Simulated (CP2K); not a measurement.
## How a calculation on HfNiP (Pnma, 12 atoms in the cell) responds to its settings

```xyz
12
Lattice="6.2746 0.0000 0.0000 0.0000 3.6786 0.0000 0.0000 0.0000 7.0909" Properties=species:S:1:pos:R:3 pbc="T T T"
Hf     0.1165     0.9196     1.3002
Hf     6.1581     2.7590     5.7907
Hf     3.0208     2.7590     4.8456
Hf     3.2537     0.9196     2.2453
Ni     0.9797     0.9196     4.0307
Ni     5.2949     2.7590     3.0602
Ni     2.1576     2.7590     0.4852
Ni     4.1170     0.9196     6.6057
P      4.8868     0.9196     4.3327
P      1.3877     2.7590     2.7582
P      4.5250     2.7590     0.7872
P      1.7495     0.9196     6.3037
```

Base run A: LDA (Pade form), GPW, DZVP-MOLOPT-SR-GTH basis, GTH-PADE potentials (GTH_POTENTIALS) in CP2K, self-consistent single point.

Its settings: CUTOFF = 600 Ry; REL_CUTOFF = 40 Ry; SMEAR/METHOD = METHFESSEL_PAXTON; SIGMA = 0.136 eV; KPOINTS/SCHEME = MACDONALD 3 5 3 0.1666666667 0.1 0.1666666667; XC_FUNCTIONAL = PADE; Hf/BASIS_SET = DZVP-MOLOPT-SR-GTH; Hf/POTENTIAL = GTH-PADE-q12; Ni/BASIS_SET = DZVP-MOLOPT-SR-GTH; Ni/POTENTIAL = GTH-PADE-q18; P/BASIS_SET = DZVP-MOLOPT-SR-GTH; P/POTENTIAL = GTH-PADE-q5; METHOD = GPW; EPS_DEFAULT = 1e-10; NGRIDS = 5; SCF_GUESS = ATOMIC; EPS_SCF = 1e-06; MAX_SCF = 100; ADDED_MOS = 23; MIXING/METHOD = BROYDEN_MIXING.

The starting cell comes from a database of computed structures (which also holds hypothetical and non-ambient phases and stackings), without a prior relaxation at this level. Spin polarisation is off, so a magnetic state, if there is one, cannot be reached. Values carry the incompleteness of an atom-centred basis. In the base run, with a pressure of about -13 GPa the cell is away from its equilibrium volume at this level. Without a gap this mesh is coarse (it stands for a supercell whose shortest vector is 18 Å).

ΔF is the free energy per atom less that of run A. 

```csv
run,SIGMA,ΔF (meV/atom),pressure (GPa),largest force (eV/Å),TS (meV/atom)
A,0.136 eV,0.00,-12.97,0.232,0.4
B,0.002 eV,0.65,-12.94,0.247,0.0
C,0.01 eV,0.63,-12.94,0.246,0.0
D,0.025 eV,0.56,-12.94,0.232,0.1
E,0.05 eV,0.44,-12.95,0.222,0.2
F,0.1 eV,0.15,-12.96,0.228,0.5
G,0.15 eV,-0.03,-12.97,0.232,0.3
H,0.2 eV,-0.06,-12.99,0.231,0.0
I,0.3 eV,-0.05,-13.00,0.230,0.1
J,0.5 eV,-0.52,-12.95,0.209,2.4
K,0.8 eV,-1.39,-13.03,0.121,-3.2
```

Run B against A: The free energy hardly moves (within 1 meV/atom), the pressure moves little (-12.97 to -12.94 GPa) and the largest force goes from 0.232 to 0.247 eV/Å.

Run J against A: The free energy stays essentially unchanged (within 1 meV/atom), the pressure moves little (-12.97 to -12.95 GPa) and the largest force goes from 0.232 to 0.209 eV/Å.

Run K against A: The free energy falls by 1.4 meV/atom, the pressure stays near -13.03 GPa while the yy stress (positive for compression) goes from -12.26 to -12.76 GPa and the largest force goes from 0.232 to 0.121 eV/Å.
